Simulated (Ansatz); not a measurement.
Structures of equal composition on the (000-1) surface of 4H silicon carbide (C plane on top): (√3x√3)R30° Bi adatom at H3; (√3x√3)R30° Bi adatom at T4. The slabs share one bottom face, and each structure is named by its start. These are constructed structures in small cells; real faces may alloy, dewet or reconstruct in larger ones, and not all known structures of the face are among them. Slabs of about 11 Å, Fermi-Dirac smearing of 0.025 eV. Bottom of the slabs: H caps. Relaxed from the named starts with such symmetry as they have, on meshes of like density; energies extrapolated to zero smearing; spin only where a row says so; no spin-orbit coupling, no U. Brackets mark spin-polarised runs, whose order is one that fits the cell. Where a second, spin-polarised start was run, the lower counts.

Calculation: HSE06, at the PBE geometry (plane waves to 420 eV, PAW; Ansatz, a first-principles code).

Put the candidates in order of energy per 1x1 cell, lowest first, for HSE06, at the PBE geometry.

(√3x√3)R30° Bi adatom at T4 (0.000 eV), (√3x√3)R30° Bi adatom at H3 (0.055 eV)
